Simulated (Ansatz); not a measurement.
# Effect of pressure 0.7 GPa on Sn

Take Sn in the diamond structure (space group Fd-3m, No. 227; a = 6.656 Å) as the base.

The change: cell and atoms relaxed at a pressure of 0.7 GPa.

Computed with PBE in Ansatz (plane waves to 420 eV, PAW, no spin-orbit coupling), earlier PAW set. Γ-centred 12×12×12 mesh, Fermi–Dirac width 0.05 eV.

The density rises by 0.10 g/cm³ to 5.45 g/cm³ and the lattice parameter a shrinks by 0.041 Å to 6.615 Å. The shortest interatomic distance falls by 0.018 Å (2.882 Å → 2.864 Å) and the enthalpy H = E + PV relative to the base's energy comes out as +0.16 eV/atom. The band gap remains zero.

Final structure:

```yaml
crystal:
  lattice:
    - [0.00000, 3.30739, 3.30739]
    - [3.30739, 0.00000, 3.30739]
    - [3.30739, 3.30739, 0.00000]
  atoms:
    - { symbol: Sn, position: [0.50000, 0.50000, 0.50000] }
    - { symbol: Sn, position: [0.75000, 0.75000, 0.75000] }
```

Load acts through the strain it causes; cell and atoms are relaxed under it. No phonon test of stability was made.

Ansatz is a first-principles code.
